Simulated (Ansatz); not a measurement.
BeBr₂ (space group Fm-3m, No. 225; a hypothetical phase, not in the database extracts checked)

```yaml
crystal:
  lattice:
    - [0.00000, 3.23827, 3.23827]
    - [3.23827, 0.00000, 3.23827]
    - [3.23827, 3.23827, 0.00000]
  atoms:
    - { symbol: Be, position: [0.00000, 0.00000, 0.00000] }
    - { symbol: Br, position: [0.25000, 0.25000, 0.25000] }
    - { symbol: Br, position: [0.75000, 0.75000, 0.75000] }
```

Level of theory: Kohn–Sham DFT with the r2SCAN functional, run in Ansatz (a quantum-chemistry and plane-wave program) with PAW and 500 eV plane waves, spin-orbit coupling left out. Γ-centred 9×9×9 mesh, Fermi–Dirac width 0.05 eV.

Volume per atom: 22.64 Å³
Density: 4.13 g/cm³
Band gap: 0.81 eV, indirect, X → Γ
Electron mass: 0.20 mₑ
Hole mass: 0.28 mₑ along k, 2.3 mₑ across
Lowest conduction-band minima above the VBM: Γ 0.81 eV; X along ⟨100⟩ 1.35 eV
Total energy: -1893.011 eV/atom (σ→0; compares only within this code and set-up)

Masses are band curvatures over ±0.01 Å⁻¹ around the edge. Along k means along the line from Γ to the band edge. No phonon test of stability was made.
